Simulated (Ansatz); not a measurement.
**HoAg2 (I4/mmm, No. 139)**

Calculation: r²SCAN in Ansatz (PAW).

Numerical settings: plane-wave cutoff 500 eV, 22×22×22 k mesh, Fermi–Dirac smearing 0.1 eV, spin-polarised start, scalar-relativistic PAW data made under PBE.

Cell (relaxed at this level):

```yaml
crystal:
  lattice:
    - [-1.85081, 1.85081, 4.64927]
    - [1.85081, -1.85081, 4.64927]
    - [1.85081, 1.85081, -4.64927]
  atoms:
    - { symbol: Ho, position: [0.00000, 0.00000, 0.00000] }
    - { symbol: Ag, position: [0.32799, 0.32799, 0.00000] }
    - { symbol: Ag, position: [0.67201, 0.67201, 0.00000] }
```

```
Quantity                    Result
-------------------  -------------
volume per atom      21.23 Å³/atom
lattice parameter a        3.702 Å
lattice parameter c        9.299 Å
```

Note: the magnetic order was assumed, not searched for or taken from measurement; the 4f shell is treated without U or exact exchange, so its levels and filling can be wrong.

Spin–orbit coupling is not included.

Static lattice: no zero-point or thermal effects.

Ansatz is an electronic-structure program.
